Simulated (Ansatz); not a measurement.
# Effect of pressure 1.5 GPa on AlPt3

Start from AlPt₃ (space group P4/mbm, No. 127; a = 5.448 Å, c = 7.848 Å; a cell from a computed database, its experimental status unchecked).

Now apply this change: a hydrostatic pressure of 1.5 GPa.

Computed with plane-wave PAW DFT at the PBEsol level (Ansatz, a first-principles code, 420 eV), without spin-orbit coupling. k-mesh 7×7×5 (Γ-centred); smearing 0.05 eV (Fermi–Dirac).

The volume per atom decreases by 0.09 Å³, from 14.56 Å³ to 14.47 Å³ and the density rises by 0.10 g/cm³ (17.46 g/cm³ → 17.56 g/cm³). The lattice parameter a drops by 0.021 bohr, from 10.296 bohr to 10.275 bohr and the c/a ratio hardly moves (1.440 against 1.441). The shortest interatomic distance falls by 0.008 bohr to 4.803 bohr and the band gap is still zero.

Load acts through the strain it causes; cell and atoms are relaxed under it. No phonon test of stability was made. The final runs are not spin-polarised.
